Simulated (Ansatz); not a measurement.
TiAl3 (I4/mmm, No. 139) was calculated with PBE (Ansatz, a quantum-chemistry and plane-wave program, plane waves, PAW).

Settings: plane-wave cutoff 520 eV, 20×20×20 k mesh, Fermi–Dirac smearing 0.05 eV, no spin polarisation, scalar-relativistic PAW data made under PBE.

Properties against volume:

Shape and atoms are relaxed at each volume.

```json
[
 {"V (Å³/atom)": "15.299", "P (GPa)": "4.69", "c (Å)": "8.497", "a (Å)": "3.795"},
 {"V (Å³/atom)": "15.617", "P (GPa)": "2.23", "c (Å)": "8.559", "a (Å)": "3.821"},
 {"V (Å³/atom)": "15.936", "P (GPa)": "0.00", "c (Å)": "8.620", "a (Å)": "3.846"},
 {"V (Å³/atom)": "16.255", "P (GPa)": "-2.01", "c (Å)": "8.681", "a (Å)": "3.870"},
 {"V (Å³/atom)": "16.574", "P (GPa)": "-3.82", "c (Å)": "8.741", "a (Å)": "3.895"}
]
```

Note: the bulk modulus comes from volumes at which shape and atoms were relaxed.
